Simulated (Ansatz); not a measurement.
# CoSn: pressure series

Start from CoSn (space group P6/mmm, No. 191; non-magnetic).

```cif
data_Co3Sn3
_chemical_formula_sum 'Co3 Sn3'
_space_group_name_H-M_alt 'P 1'
_space_group_IT_number 1
_cell_length_a 5.29399
_cell_length_b 5.29399
_cell_length_c 4.23543
_cell_angle_alpha 90.000
_cell_angle_beta 90.000
_cell_angle_gamma 120.000
loop_
_space_group_symop_operation_xyz
  'x, y, z'
loop_
_atom_site_label
_atom_site_type_symbol
_atom_site_fract_x
_atom_site_fract_y
_atom_site_fract_z
_atom_site_occupancy
Co1 Co 0.50000 0.00000 0.00000 1
Co2 Co 0.50000 0.50000 0.00000 1
Co3 Co 0.00000 0.50000 0.00000 1
Sn1 Sn 0.00000 0.00000 0.00000 1
Sn2 Sn 0.33333 0.66667 0.50000 1
Sn3 Sn 0.66667 0.33333 0.50000 1
```

Cell and atoms are relaxed at each pressure.

Computed with PBE (Ansatz, a quantum-chemistry and plane-wave program), spin-orbit coupling left out.

```csv
variant,density,c/a ratio
base,8.61 g/cm³,0.800
pressure −2 GPa,8.47 g/cm³,0.800
pressure −1 GPa,___,0.800
pressure 1.8 GPa,8.73 g/cm³,0.800
pressure 4.2 GPa,___,0.800
pressure 9 GPa,9.15 g/cm³,0.800
pressure 18 GPa,9.60 g/cm³,0.800
pressure 30 GPa,10.10 g/cm³,0.799
pressure 45 GPa,10.64 g/cm³,0.799
pressure 60 GPa,___,0.799
```

Task: Some entries are withheld; estimate them.

Result: 
- pressure −1 GPa, density: 8.54 g/cm³
- pressure 4.2 GPa, density: 8.88 g/cm³
- pressure 60 GPa, density: 11.11 g/cm³

Load acts through the strain it causes; cell and atoms are relaxed under it. No phonon test of stability was made. Competing high-pressure phases were not computed. Seeded moments were not kept for the base. All final runs are without spin polarisation.
